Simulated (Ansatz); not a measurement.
**Migration barriers: interstitial O in alpha Ga2O3, charge state -2**

Defect: interstitial O in alpha Ga2O3, charge state -2. Method: PBE, PAW (plane waves to 420 eV; Ansatz, a program for electronic structure).

Settings: 120 host sites, the relaxed PBE lattice, the Γ point alone, smearing 0.01 eV, spin-restricted, no image-charge correction. No zero-point or tunnelling terms. The host's phase is taken as given; its stability against other phases was not computed. The charge state is imposed; whether it is stable for some Fermi level was not computed. Sites that were not tried may lie lower.

Barriers: single points on a 2×2×2 k-point mesh shifted by half a step along c at the bands' geometries.

| Route | Start site over the lowest site run (eV) | Hop (Å) | Forward barrier (eV) | Backward barrier (eV) | Neighbours at the start | Neighbours at the saddle | Saddle order | Forward, on the band's own sampling (eV) |
|---|---|---|---|---|---|---|---|---|
| a concerted move, in which O travels most | 0.00 | 1.17 | 0.55 | 0.55 | Ga at 1.98, 2 Ga at 1.99, Ga at 2.04; O at 2.27, O at 2.32, O at 2.43, O at 2.51 Å | Ga at 1.89, Ga at 1.94, Ga at 1.97, Ga at 2.43; O at 2.22, O at 2.35, O at 2.41 Å | first order | 0.56 |

Paths come from CI-NEB runs.   A further band (a concerted move, in which O travels most, 2.76 Å) gave 2.01 eV forward on its own sampling, 2.01 eV above the lowest site run, but at one of its points the charge lies in the host's bands or the defect's levels are part-filled, so it is not taken as a result.

The whole set of runs took around 5 core-hours (rough).
